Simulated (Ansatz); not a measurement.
## B interstitial (alpha quartz host)

Calculation: PBE, PAW (plane waves to 420 eV; Ansatz, a quantum-chemistry and plane-wave program). A 2×2×2 supercell of 72 sites was used; the energies come from a 2×2×2 Γ-centred sampling of its zone. Site at the start: void with 6O2Si nearest. Charged cells carry a point-charge image correction with potential alignment at far atoms. Dielectric constants: PBE linear response of the host. Host gap at this level: 5.68 eV. These values are not converged in cell size to better than tenths of an eV. PBE underestimates the host's gap, which shifts levels and can delocalise carriers. Spin–orbit coupling is left out. Each state is the lowest found from its start.

Formation energies E_f are given with the Fermi level at the valence-band maximum. Chemical conditions: O-rich (Δμ(B) = -5.92 eV, bounded by B2O3 (P3_121); only phases computed here count, gases as isolated molecules at 0 K). Reference phases: B: alpha boron.

In at least one state atoms left their starting sites on relaxation (a large move, or an atom on the emptied site), so the name describes the start.

The name describes the start; the neighbours show where the added atom ended.

```
charge         moment (μB)  point group  largest move off a lattice site (Å)               neighbours of the added atom at the end (Å)  image correction with alignment (eV)  E_f, O-rich (eV)
------  ------------------  -----------  -----------------------------------  --------------------------------------------------------  ------------------------------------  ----------------
+3†     not spin-polarised            –                                 1.39                          O 1.27, O 1.27, Si 2.56, Si 2.56                                  3.19                 –
+2†                    1.0            –                                 1.41  O 1.33, O 1.37, Si 2.32, Si 2.70, O 2.78, O 2.89, O 2.94                                  1.32                 –
+1†     not spin-polarised            –                                 1.53                          O 1.39, O 1.40, Si 2.13, Si 2.45                                  0.33                 –
0                      1.0           C1                                 1.60                  O 1.39, O 1.41, Si 2.10, Si 2.46, O 2.62                                  0.00             13.36
```

† Not settled in this cell, so no level is given: charge +3: a large or scattered potential alignment; charge +2: a large or scattered potential alignment; charge +1: a large or scattered potential alignment.

Point groups are those of the whole cell at tolerances of 0.03 and 0.1 Å ("near" where only the looser one holds); none is given for unsettled states.

Flagged in the runs: a doubtful potential alignment, a host whose relaxation on this sampling wasn't shown to rest, a strain field that reaches the edge of the cell.
